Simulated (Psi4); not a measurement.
Psi4 1.11, B3LYP/def2-svp: N1[SiH]N[SiH2]N[SiH2]1, charge +1, multiplicity 1, 14 atoms. The geometry is a generated start, not checked to be a minimum at this level.

```
Item                                                 Value
--------------------------  ------------------------------
task                                                energy
method                                               b3lyp
basis                                             def2-svp
memory                                                3 GB
maxiter                                                100
keys of the molecule block                     symmetry c1
scf_type                                      df (default)
guess                       auto, which took SAD (default)
scf_initial_accelerator                    adiis (default)
e_convergence                              1e-06 (default)
d_convergence                              1e-06 (default)
dft_radial_points                             75 (default)
dft_spherical_points                         302 (default)
basis functions                                        136
grid points                                         296624
```

```xyz
14

N      0.7170    -1.5217     0.2109
Si     1.8208    -0.3305    -0.1911
N      1.1802     1.2112    -0.2865
Si    -0.5183     1.7110     0.0323
N     -1.4181     0.2408    -0.1368
Si    -1.0801    -1.4177     0.2320
H      1.0598    -2.4488     0.4204
H      3.2075    -0.6071    -0.4578
H      1.7939     1.9783    -0.5233
H     -0.8663     2.6245    -1.0458
H     -0.5104     2.2472     1.3909
H     -2.3897     0.3955    -0.3590
H     -1.5447    -2.2533    -0.8696
H     -1.4516    -1.8294     1.5833
```

Charge 1 and multiplicity 1 are set for this test and not shown to be the ground state.

One run each on 2 threads. Values of diis_max_vecs tried: 3, 6, 10 (default), 20.

### Question
Predict the course of the SCF iterations along this series.

### Answer
Fewest SCF iterations, within one of each other: 6 with 10, 10 (default) with 9, 20 with 9. The count rises to 14 at 3. All converge to one solution.

```
diis_max_vecs  SCF iterations            end
-------------  --------------  -------------
3                          14  same solution
6                          10  same solution
10 (default)                9  same solution
20                          9  same solution
```
